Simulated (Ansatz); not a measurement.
BeCl2 (Ibam, No. 72) was calculated with LDA (plane waves, PAW; Ansatz, a quantum-chemistry and plane-wave program).

Run with plane-wave cutoff 500 eV, 10×10×10 k mesh, gaussian smearing 0.02 eV, scalar-relativistic PAW data made under PBE.

Cell (relaxed at this level):

```
CELL_PARAMETERS angstrom
     -2.52001     4.69241     2.56442
      2.52001    -4.69241     2.56442
      2.52001     4.69241    -2.56442
ATOMIC_POSITIONS crystal
  Be 0.25000 0.25000 0.00000
  Be 0.75000 0.75000 0.00000
  Cl 0.61612 0.28373 0.89986
  Cl 0.38388 0.71627 0.10014
  Cl 0.88388 0.78373 0.66761
  Cl 0.11612 0.21627 0.33239
```

Q: Give the computed band gap.

A: 
* **band gap**: 5.98 eV (on the SCF k mesh)

Note: the volume lies 10 % below that of the published cell.

Static lattice: no zero-point or thermal effects.

It cost roughly 4 core-minutes of CPU time.
